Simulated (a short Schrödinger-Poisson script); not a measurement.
Stack: MOS inversion layer, SiO2 on p-type GaAs, at 300 K.

```csv
layer,material,thickness (nm),Na (cm⁻³)
1,SiO2,3.4,-
2,GaAs,730,4.6e17
```

Constants are typed, rounded textbook-type inputs, not results; the design itself was drawn at random and stands for no fabricated device. SiO2: permittivity 3.9, conduction-band edge (eV) 3.17, gap (eV) 9, electron mass (mₑ) 0.5. GaAs: permittivity 12.9, conduction-band edge (eV) 0, gap (eV) 1.424, Nv at 300 K (cm⁻³) 9e18.

Channel valleys (confinement mass, in-plane density-of-states mass, number): Γ 0.067, 0.067, 1. At the gate the conduction-band edge of layer 1 lies 3.78 eV − eVg above the Fermi level of the channel; the field vanishes at the back. Gaps are held at their typed values at every temperature. Mesh 0.03 nm at interfaces.

Solved with a short Schrödinger-Poisson script written for these runs: 1D Poisson equation in equilibrium, electrons quantum, Hartree (BenDaniel-Duke, 12 states a valley, the channel's in-plane mass for all, wave functions ending at the dielectric), parabolic valleys, classical holes, full ionisation, no traps, pinning or gate leakage.

The same stack at other levels of the model or other numerical settings:

```
run                                                                  sheet density of all electrons at Vg = 3.3 V (cm⁻²)  sheet density of all electrons at Vg = 1.5 V (cm⁻²)  capacitance at Vg = 3.3 V (μF/cm²)  centroid of the channel electrons at Vg = 3.3 V (nm)  rough cost against the base
-------------------------------------------------------------------  ---------------------------------------------------  ---------------------------------------------------  ----------------------------------  ----------------------------------------------------  ---------------------------
base                                                                                                             8.63e12                                              6.82e11                               0.760                                                  3.20                      about 1
electrons treated as classical, Boltzmann                                                                            [?]                                                  [?]                               0.993                                                   [?]                         0.04
electrons treated as classical, Fermi-Dirac                                                                      9.59e12                                              1.22e12                               0.795                                                  2.08                          0.3
electrons treated as quantum, Hartree plus LDA exchange-correlation                                              8.78e12                                              7.41e11                               0.764                                                  3.15                            1
mesh six times as coarse                                                                                         8.63e12                                              6.83e11                               0.760                                                  3.20                          0.2
one subband a valley                                                                                             8.43e12                                              6.82e11                               0.728                                                  2.90                          0.7
```

Question: Complete the blanks.

Answer: 
- electrons treated as classical, Boltzmann, centroid of the channel electrons at Vg = 3.3 V (nm): 0.34
- electrons treated as classical, Boltzmann, sheet density of all electrons at Vg = 1.5 V (cm⁻²): 1.84e12
- electrons treated as classical, Boltzmann, sheet density of all electrons at Vg = 3.3 V (cm⁻²): 1.27e13

The classical rows ignore confinement, and Boltzmann statistics overrate the density once the band edge passes the Fermi level.

Above a few 1e12 electrons/cm² a light Γ valley is non-parabolic and upper valleys begin to fill, which the model leaves out.
